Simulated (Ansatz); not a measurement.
**LiNbO3, response to strain**

Consider LiNbO3 (space group R3c, No. 161).

```xyz
10
Lattice="2.5684 1.4829 4.6290 -2.5684 1.4829 4.6290 0.0000 -2.9657 4.6290" Properties=species:S:1:pos:R:3 pbc="T T T"
Li     0.0000     0.0000     9.7499
Li     0.0000     0.0000     2.8063
Nb     0.0000     0.0000    13.6663
Nb     0.0000     0.0000     6.7227
O     -0.6530     1.4373     8.1635
O      1.5713    -0.1531     8.1635
O     -0.9182    -1.2842     8.1635
O      0.9971     1.3298     5.8489
O      0.6530    -1.5284     5.8489
O     -1.6502     0.1987     5.8489
```

Strains are applied to the cell and any free atomic positions relax.

The values are results of r2SCAN (Ansatz, an electronic-structure program), no SOC, earlier PAW set, not measurements.

Notes on the quantities. band gap: an upper bound: an edge found on the path is not a true extremum; the base alone; energy relative to the base: free energy F; pressure: mean of the normal stresses, compression positive.

```json
[
 {"variant": "base", "band gap": "4.01 eV", "energy relative to the base": "0 meV/atom", "largest internal atomic displacement": "–", "pressure": "0.00 GPa", "volume per atom": "10.58 Å³"},
 {"variant": "isotropic strain −3.45 %", "band gap": "4.13 eV", "energy relative to the base": "+47 meV/atom", "largest internal atomic displacement": "0.095 Å", "pressure": "15.69 GPa", "volume per atom": "9.52 Å³"},
 {"variant": "isotropic strain −3.37 %", "band gap": "4.13 eV", "energy relative to the base": "+45 meV/atom", "largest internal atomic displacement": "0.093 Å", "pressure": "15.25 GPa", "volume per atom": "9.54 Å³"},
 {"variant": "isotropic strain +3.08 %", "band gap": "3.97 eV", "energy relative to the base": "+28 meV/atom", "largest internal atomic displacement": "0.102 Å", "pressure": "-7.89 GPa", "volume per atom": "11.59 Å³"}
]
```

Whether these cells are dynamically stable was not tested.
